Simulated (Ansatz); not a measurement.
Start from an 8-atom supercell of HgTe in the zinc blende structure (space group F-43m, No. 216; a = 6.5099 Å) at its relaxed geometry.

All numbers come from PBEsol/PAW in Ansatz (an electronic-structure program), spin-orbit coupling left out, earlier PAW set.

Before the change:

| Property | Result |
|---|---|
| Pressure | 0.0 GPa |
| Mean distance from the defect site to its nearest host atoms | 2.82 Å |

The change: one Hg atom is removed, atoms relaxed at fixed cell, starting from a slightly rattled geometry.

Question: What does the calculation give for the pressure, largest displacement of a host atom from its site in the perfect cell and mean distance from the defect site to its nearest host atoms after the change?

Answer: The pressure goes from zero to -2.7 GPa; the largest displacement of a host atom from its site in the perfect cell amounts to 0.08 Å; the mean distance from the defect site to its nearest host atoms shrinks by 0.07 Å, from 2.82 Å to 2.75 Å.

The cell is small, so the values are those of an ordered compound at a high defect concentration; dilute-limit values will differ. A case with no gap was solved on a k-mesh chosen for an insulator, which is coarse for it. All final runs are without spin polarisation. The defect cell is not spin-polarised.
